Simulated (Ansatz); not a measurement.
Defect migration in beta Si3N4: interstitial Ag, charge state +1. Computed with PBE, PAW (plane waves to 420 eV; Ansatz, a first-principles code).

84-site cell at the relaxed PBE lattice, the Γ point alone, smearing 0.01 eV, spin-restricted, no finite-size correction. Energies are static. The charge state is imposed; whether it is stable for some Fermi level was not computed. Sites that were not tried may lie lower.

Barriers: single points on a 2×2×2 k-point mesh shifted by half a step along c at the bands' geometries.

The step: a direct jump of one Ag atom. Atoms about the jump, Cartesian Å from the middle of the jump, before and after:

| atom | x0 | y0 | z0 | x1 | y1 | z1 |
|---|---|---|---|---|---|---|
| Ag1 | 0.00 | 0.01 | 0.74 | 0.00 | -0.01 | -0.74 |
| N2 | 1.03 | 2.19 | -0.73 | 1.02 | 2.15 | -0.73 |
| N3 | -1.02 | -2.15 | 0.73 | -1.03 | -2.19 | 0.73 |
| N4 | 2.39 | 0.21 | 0.73 | 2.43 | 0.21 | 0.73 |
| N5 | -2.43 | -0.21 | -0.73 | -2.39 | -0.21 | -0.73 |
| N6 | 1.40 | -2.01 | -0.73 | 1.38 | -1.98 | -0.73 |
| N7 | -1.38 | 1.98 | 0.73 | -1.40 | 2.01 | 0.73 |
| Si8 | 0.24 | 2.73 | 0.73 | 0.21 | 2.71 | 0.75 |
| Si9 | -0.21 | -2.71 | -0.75 | -0.24 | -2.73 | -0.73 |
| Si10 | -2.25 | 1.54 | -0.75 | -2.26 | 1.56 | -0.73 |
| Si11 | 2.26 | -1.56 | 0.73 | 2.25 | -1.54 | 0.75 |
| Si12 | 2.46 | 1.18 | -0.75 | 2.50 | 1.18 | -0.73 |
| Si13 | -2.50 | -1.18 | 0.73 | -2.46 | -1.18 | 0.75 |

Problem. Give the saddle-point geometry and the barrier.

Solution. 
| atom | x | y | z |
|---|---|---|---|
| Ag1 | 0.00 | 0.00 | -0.01 |
| N2 | 1.03 | 2.18 | -0.74 |
| N3 | -1.03 | -2.17 | 0.72 |
| N4 | 2.41 | 0.21 | 0.72 |
| N5 | -2.41 | -0.21 | -0.74 |
| N6 | 1.39 | -2.00 | -0.73 |
| N7 | -1.39 | 2.00 | 0.72 |
| Si8 | 0.23 | 2.73 | 0.74 |
| Si9 | -0.23 | -2.72 | -0.75 |
| Si10 | -2.26 | 1.56 | -0.75 |
| Si11 | 2.26 | -1.55 | 0.74 |
| Si12 | 2.49 | 1.18 | -0.75 |
| Si13 | -2.49 | -1.18 | 0.74 |
It lies 0.076 eV above the start and 0.076 eV above the end. The saddle point's order was not checked, and it lies on a symmetry element of the cell, where a band can be held.
